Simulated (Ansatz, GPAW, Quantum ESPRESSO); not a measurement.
**Code comparison for LaPt5 (P6/mmm, 6 atoms in the cell)**

Self-consistent single point, at a second geometry (lattice scaled by 0.98). First geometry:

```yaml
crystal:
  lattice:
    - [5.42855, 0.00000, 0.00000]
    - [-2.71428, 4.70126, 0.00000]
    - [0.00000, 0.00000, 4.39333]
  atoms:
    - { symbol: La, position: [0.00000, 0.00000, 0.00000] }
    - { symbol: Pt, position: [0.33333, 0.66667, 0.00000] }
    - { symbol: Pt, position: [0.66667, 0.33333, 0.00000] }
    - { symbol: Pt, position: [0.50000, 0.00000, 0.50000] }
    - { symbol: Pt, position: [0.50000, 0.50000, 0.50000] }
    - { symbol: Pt, position: [0.00000, 0.50000, 0.50000] }
```

Shared settings, as Ansatz (an electronic-structure program) writes them: kpoints.mp_grid.grid = 6 6 7; scf.occupations.method = gaussian; scf.occupations.width = 0.0073 Ry. Potentials and cutoffs stand in the table.

```csv
code,model,ΔF from the first geometry (meV/atom),pressure (GPa),cutoff
Ansatz,"LDA (PW92), PAW files made with PBE",-15.9,4.29,default
Quantum ESPRESSO,"LDA (PZ), GBRV 1.5 ultrasoft (LDA) pseudopotentials",-16.5,3.51,40 Ry
GPAW,"LDA (Perdew-Wang 92), GPAW PAW datasets LDA (gpaw-data 1.0.1)",-19.7,3.58,850 eV
```

For Quantum ESPRESSO (by 0.7 GPa) the energy change implies a higher mean pressure, against the two pressures, than for the other programs: a sign of finite-basis (Pulay) stress.

On Ansatz's run: spin-orbit coupling is off. Spin polarisation is off.

The spread over the programs that give each value: ΔF from the first geometry within 3.8 meV/atom; pressure within 0.78 GPa.

Ansatz's pressure is given at a fixed set of plane waves, as the other plane-wave codes print theirs; with its correction for the finite basis it is 4.34 GPa. The same LDA comes in different parametrisations, which differ slightly.

The starting cell comes from a database of computed structures (which also holds hypothetical and non-ambient phases and stackings), without a prior relaxation at this level. For this run, on top of that: lattice scaled by 0.98.

Left out of this page: Elk and FLEUR (not drawn, or without a comparable value).

Keys are those of Ansatz 0.2.
